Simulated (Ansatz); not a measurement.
An Ansatz (a quantum-chemistry and plane-wave program) input (DFT with PBEsol, PAW potentials and a 420 eV plane-wave cutoff in Ansatz, no spin-orbit coupling):

Ansatz 0.2 input:
```yaml
crystal:
  lattice:
    - [0, 2.7278132357, 2.7278132357]
    - [2.7278132357, 0, 2.7278132357]
    - [2.7278132357, 2.7278132357, 0]
  atoms:
    - { symbol: Bi, position: [0.75, 0.75, 0.75] }
    - { symbol: B, position: [0, 0, 0] }
basis: { ecutwfc: 420, ecutrho_ratio: 4, xc_grid: 2, fft_grid_basis: typed }
kpoints: { mp_grid: { grid: [10, 10, 10] } }
hamiltonian:
  xc: pbesol
  dispersion: none
  pseudopotentials: { kind: paw }
scf: { occupations: { method: fermi_dirac, width: 0.05 }, convergence: { dr2_threshold: 0.0000000002 } }
output: { forces: true, stress: true }
```

Task: Which symmetry and how many k-points will the program report, and about how many plane waves at Γ?

Result: Space group F-43m (ITA 216) with 24 operations, k-points 47 of 1000, and 821 plane waves at Γ.

Whether these cells are dynamically stable was not tested. The cell is BiB in the zinc blende structure (space group F-43m, No. 216; a hypothetical phase, not in the database extracts checked).
